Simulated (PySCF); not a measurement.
PySCF 2.14.0, PBE0/def2-svp: acene of 3 rings, 24 atoms. The geometry is a generated start, not checked to be a minimum at this level.

```python
import time
import numpy
from pyscf import lib
from pyscf import gto, scf, dft, mp, cc, sgx
lib.logger.TIMER_LEVEL = 4
t0 = time.perf_counter()

mol = gto.M(
    atom='''
C     -3.69000000     0.71014000     0.00000000
C     -3.69000000    -0.71014000     0.00000000
C     -2.46000000     1.42028000     0.00000000
C     -2.46000000    -1.42028000     0.00000000
C     -1.23000000     0.71014000     0.00000000
C     -1.23000000    -0.71014000     0.00000000
C     -0.00000000     1.42028000     0.00000000
C     -0.00000000    -1.42028000     0.00000000
C      1.23000000     0.71014000     0.00000000
C      1.23000000    -0.71014000     0.00000000
C      2.46000000     1.42028000     0.00000000
C      2.46000000    -1.42028000     0.00000000
C      3.69000000     0.71014000     0.00000000
C      3.69000000    -0.71014000     0.00000000
H     -2.46000000    -2.50528000     0.00000000
H     -0.00000000    -2.50528000     0.00000000
H      2.46000000    -2.50528000     0.00000000
H      4.62964000     1.25264000     0.00000000
H      4.62964000    -1.25264000     0.00000000
H     -4.62964000     1.25264000     0.00000000
H     -4.62964000    -1.25264000     0.00000000
H     -2.46000000     2.50528000     0.00000000
H     -0.00000000     2.50528000     0.00000000
H      2.46000000     2.50528000     0.00000000
''',
    basis='def2-svp',
    max_memory=16000,
    verbose=4,
)
mf = dft.RKS(mol, xc='pbe0')
mf.chkfile = None
mf.kernel()
print('SCF converged:', mf.converged)
print('E(SCF) = %.10f' % mf.e_tot)
print('basis functions:', mol.nao_nr())
print('integrals held in memory:', getattr(mf, '_eri', None) is not None)
t1 = time.perf_counter()
print('wall of the SCF part: %.3f s' % (t1 - t0))
print('run ended')
```

The program reports basis functions: 246, grid points: 295736.

Machine: one whole node, Arm Neoverse V2, 96 cores on 1 socket, no SMT, 1 L3 cache group; 94 cores' worth of CPU time may be used.

Each time is the median wall time of two to five repeats, run one at a time on the otherwise empty machine; start-up is included. Unless noted, each process is bound to its own block of adjacent cores. The times hold for this build (PyPI wheel: OpenMP (GNU), a bundled serial OpenBLAS 0.3.3 under its C layer, NumPy's threaded OpenBLAS held to generic ARMv8 kernels, libcint, Libxc). Scratch files lie in a memory file system.

Started as
```bash
OMP_NUM_THREADS=32 OPENBLAS_NUM_THREADS=1 python -u run.py
```
(32 threads, 1 BLAS thread) it takes 6.0 s and 11 Fock builds (products with the orbital Hessian counted alike).

What happens to the run time with 8 threads, 1 BLAS thread?

About 16 s (2 runs within 1 %): 2.6× as long, on 8 cores in place of 32, so 0.65× the core-time. The largest move is in exchange-correlation on the grid (vxc): 3.9 s to 10 s. Change in the result: energy equal as printed.
